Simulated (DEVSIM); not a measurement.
System: Ni/SiO2/p-Si capacitor, at 300 K.

Layer 1 from the left is SiO2, thickness (nm) 10.0. Layer 2 from the left is Si, thickness (nm) 550, Na (cm⁻³) 1.1e18.

Metal gate on the left, work function 5.1 eV. Fixed charge at the semiconductor interface 0 cm⁻² (in units of +e); no interface traps.

Constants are typed, rounded textbook-type inputs, not results; the design itself was drawn at random and stands for no fabricated device. Values at 300 K.

SiO2: gap (eV) 9, affinity (eV) 0.9, permittivity 3.9. Si: gap (eV) 1.124, affinity (eV) 4.05, permittivity 11.7, Nc (cm⁻³) 2.86e19, Nv (cm⁻³) 3.1e19.

DEVSIM, 1D Poisson equation in equilibrium, Boltzmann statistics, complete ionisation; no quantum confinement or tunnelling. Metal contacts follow the ideal Schottky-Mott rule: no Fermi-level pinning, no interface dipoles.

Problem. What does the simulation give for the minimum of the low-frequency capacitance, the flat-band voltage?

Solution. minimum of the low-frequency capacitance 0.171 μF/cm²; flat-band voltage 0.01 V.
